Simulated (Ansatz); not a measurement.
## BaTiO3: response to strain

Consider BaTiO3 in the cubic perovskite structure (space group Pm-3m, No. 221; a = 3.9346 Å).

Strains are applied to the cell and any free atomic positions relax.

Computed with LDA (Ansatz, a quantum-chemistry and plane-wave program; PAW; 420 eV plane waves; spin-orbit coupling left out).

```json
[
 {"isotropic strain (%)": "0", "pressure (GPa)": "0.0"},
 {"isotropic strain (%)": "0.6", "pressure (GPa)": "?"},
 {"isotropic strain (%)": "1.2", "pressure (GPa)": "-6.5"},
 {"isotropic strain (%)": "2.4", "pressure (GPa)": "-11.9"},
 {"isotropic strain (%)": "3", "pressure (GPa)": "-14.2"}
]
```

**Question.** Fit P = P₀ − Bδ + Cδ² with δ = (1 + ε)³ − 1 to the rows shown and predict the withheld row.

**Answer.** Least squares on the printed values gives P₀ = 0.0 GPa, B = 194 GPa, C = 445 GPa (largest residual 0.0 GPa); this predicts -3.4 GPa, and the run gives -3.4 GPa, in agreement.

Stability against distortions was not tested. The final runs are not spin-polarised. Many cubic perovskites are stable only at high temperature; tilts and polar distortions were not tested. This is not the structure that BaTiO3 has at room temperature and ambient pressure.
